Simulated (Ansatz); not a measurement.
**A self-consistent single point of LuAg₄ (I4, 5 atoms in the cell) with Ansatz (an electronic-structure program)**

Method: PBEsol, default PAW files made with PBE (plane waves; Ansatz).

The input file:

Ansatz 0.2 input:
```yaml
crystal:
  lattice:
    - [-3.318788, 3.318788, 2.073908]
    - [3.318788, -3.318788, 2.073908]
    - [3.318788, 3.318788, -2.073908]
  atoms:
    - { symbol: Lu, position: [0.012055, 0.012055, 0.000000] }
    - { symbol: Ag, position: [0.598190, 0.802840, 0.401030] }
    - { symbol: Ag, position: [0.401810, 0.197160, 0.598970] }
    - { symbol: Ag, position: [0.802840, 0.401810, 0.204650] }
    - { symbol: Ag, position: [0.197160, 0.598190, 0.795350] }
basis:
  ecutwfc: 420.0
kpoints:
  mp_grid: { grid: [7, 7, 7] }
hamiltonian:
  xc: pbesol
  pseudopotentials: { kind: paw }
scf:
  occupations: { method: gaussian, width: 0.1 }
output:
  forces: true
  eigenvalues: true
  stress: true
```

Log, with long lists cut:

```
WARN ansatz: RAYON_NUM_THREADS=1 ignored (pool sized by the plan → 1); use --threads N
Pseudopotentials: kind: paw
Pseudopotential: Lu, paw, valence charge 25
Pseudopotential: Ag, paw, valence charge 19
Crystal: 5 atoms, lattice volume = 91.371 Å³
Basis set: ecut = 420 eV, 1775 PW (Γ), exchange–correlation on 72×72×72 points (8 copies of the dense FFT grid, shifted against one another)
Bands: 61, of which v1, the nominal top of the filled ones, is band 51 counted from 1 (50 counted from 0)
Symmetry: 4 space group operations
Space group: I4 (ITA 79), of the structure as read, at distance tolerance 4.5e-5 Å
k-points: 52 of 343 (time reversal used)
PAW frozen core: Lu, regenerated for the run's functional, and the local potential with it
PAW frozen core: Ag, regenerated for the run's functional, and the local potential with it
Initial density: superposition of atomic densities (neutral atoms: chi_scale 0, normalization atom), corrected by the library's trained network
Initial wavefunctions: pseudopotential atomic-orbital guess
Eigensolver: davidson
Functional: x = pbesol(κ = 0.804, μ = 0.12345679012345678), c = pbesol(β = 0.046)
SCF iter   1: F=—  HF=-44701.672460 eV  |F-HF|=—  |Δ(HF+E_count)|=         —  Δρ=9.17e-3  dr2=7.70e-2  ethr=1.77e-3  ⟨swp⟩=5.6  Hψ=13617  notcnv=0  defer=8
all-band conjugate gradients solve this SCF's bands
preconditioner: auto → Kerker (q_TF=auto, 2.774 Å⁻¹)
SCF iter   2: F=—  HF=-44701.650298 eV  |F-HF|=—  |Δ(HF+E_count)|=   2.22e-2  Δρ=2.27e-3  dr2=4.50e-3  ethr=7.63e-5  ⟨swp⟩=2.0  Hψ=6396  notcnv=0  defer=45
SCF iter   3: F=—  HF=-44701.649275 eV  |F-HF|=—  |Δ(HF+E_count)|=   1.02e-3  Δρ=1.13e-3  dr2=8.32e-4  ethr=4.45e-6  ⟨swp⟩=2.0  Hψ=5256  notcnv=0  defer=45
SCF iter   4: F=—  HF=-44701.649199 eV  |F-HF|=—  |Δ(HF+E_count)|=   7.68e-5  Δρ=5.68e-4  dr2=2.20e-4  ethr=8.24e-7  ⟨swp⟩=3.0  Hψ=5764  notcnv=0  defer=45
SCF iter   5: F=—  HF=-44701.649052 eV  |F-HF|=—  |Δ(HF+E_count)|=   1.46e-4  Δρ=1.44e-4  dr2=3.33e-5  ethr=2.17e-7  ⟨swp⟩=3.1  Hψ=6425  notcnv=0  defer=45
SCF iter   6: F=—  HF=-44701.649045 eV  |F-HF|=—  |Δ(HF+E_count)|=   7.34e-6  Δρ=4.62e-5  dr2=2.17e-6  ethr=3.30e-8  ⟨swp⟩=2.5  Hψ=5518  notcnv=0  defer=45
SCF iter   7: F=—  HF=-44701.649045 eV  |F-HF|=—  |Δ(HF+E_count)|=   1.57e-7  Δρ=1.69e-5  dr2=2.29e-7  ethr=2.15e-9  ⟨swp⟩=2.1  Hψ=5581  notcnv=0  defer=45
SCF iter   8: F=-44701.649045 eV  HF=-44701.649045 eV  |F-HF|=1.63e-8  |Δ(HF+E_count)|=   1.19e-7  Δρ=4.20e-6  dr2=1.62e-8  ethr=9.90e-11  ⟨swp⟩=11.8  Hψ=20720  notcnv=0
SCF 1 converged in 8 iterations: F = -44701.649045 eV  dr2 = 1.62e-8
SCF converged after 8 iterations
Free energy (F): -44701.649045 eV
Harris-Foulkes:  -44701.649045 eV  (|F-HF|=1.63e-8)
Internal energy: -44701.639204 eV  (E = F + TS)
E sigma→0 (E₀):  -44701.644124 eV
Entropy (-TS):   -0.009841 eV (-1.968 meV/atom)
Fermi energy:    17.556996 eV
--- Per-component energies (eV) ---
  E_band       = -867.532477
  E_kinetic    = 2528.054940
  E_local      = -14941.440693  (includes V_loc(G=0)·N_el)
  E_nonlocal   = 907.501657
  E_hartree    = 6563.185514
  E_xc         = -953.504665
  E_vxc        = -1198.022238  (∫ρ·V_xc dr)
  E_paw        = -22589.804222  (= ΣΔE_a)
  E_vpaw       = -1289.983259  (= ΣTr[D̂ρ^β])
  E_aug_tail   = 0.001220  (compensation charges beyond the density's cutoff)
  E_ewald      = -16218.116080
  E_core_change = 2.483124  (= ΣΔE_core)
  E_smearing   = -0.009841  (= −TS)
  E_closure    = 0.000000  (closes the sum)
  Σ components = -44701.649045   (vs F -44701.649045, Δ=0.00e0)
--- Forces (eV/Å), atoms counted from 1 ---
  atom   1  Lu     0.00000000    -0.00000000    -0.36516420
  atom   2  Ag     0.04878027    -0.03733525     0.09128837
  atom   3  Ag    -0.04878027     0.03733525     0.09128837
  atom   4  Ag     0.03733525     0.04878027     0.09128837
  atom   5  Ag    -0.03733525    -0.04878027     0.09128837
  max |Σ_I F_I| component: 1.07e-5 eV/Å
--- Stress (GPa, compression-positive) ---
       -0.844517      -0.000000       0.000000
        0.000000      -0.844517       0.000000
        0.000000       0.000000      -2.253784
  P = ⅓ Tr σ = -1.3143 GPa (-13.143 kbar)
  The stress holds the Pulay correction. Without it, at fixed plane waves, as pw.x and ABINIT print it: P = -1.3616 GPa
--- Band table (eV; the first three rows and the last of 52) ---
  k-point 0: bands = ["-74.7982", "-74.7858", "-74.7858", "-74.7855", "-38.7821", "-38.3312", "-38.3251", "-38.3249", "-38.3249", "-38.2990", "-38.2908", "-38.2908", "-38.2469", "-38.2437", "-38.2379", "-38.1940", "-38.1940", "-9.5185", "-9.5185", [...]
  k-point 1: bands = ["-74.7978", "-74.7868", "-74.7858", "-74.7850", "-38.7829", "-38.3346", "-38.3270", "-38.3226", "-38.3197", "-38.3049", "-38.2907", "-38.2838", "-38.2469", "-38.2423", "-38.2390", "-38.1971", "-38.1937", "-9.5199", "-9.5181", [...]
  k-point 2: bands = ["-74.7966", "-74.7884", "-74.7855", "-74.7849", "-38.7848", "-38.3392", "-38.3286", "-38.3176", "-38.3136", "-38.3115", "-38.2904", "-38.2740", "-38.2474", "-38.2419", "-38.2374", "-38.2057", "-38.1930", "-9.5231", "-9.5173", [...]
  k-point 51: bands = ["-74.7920", "-74.7894", "-74.7888", "-74.7852", "-38.7913", "-38.3405", "-38.3244", "-38.3195", "-38.3187", "-38.3023", "-38.2691", "-38.2663", "-38.2553", "-38.2495", "-38.2239", "-38.2203", "-38.2039", "-9.5234", "-9.5234", [...]
```

The run converged in 8 iterations.

The starting cell comes from a database of computed structures (which also holds hypothetical and non-ambient phases and stackings), without a prior relaxation at this level. Its lattice was rescaled by up to half a per cent. One atom was moved a little off its site on purpose. Spin-orbit coupling is off. Ansatz's pressure includes its estimate of the finite-basis (Pulay) stress.
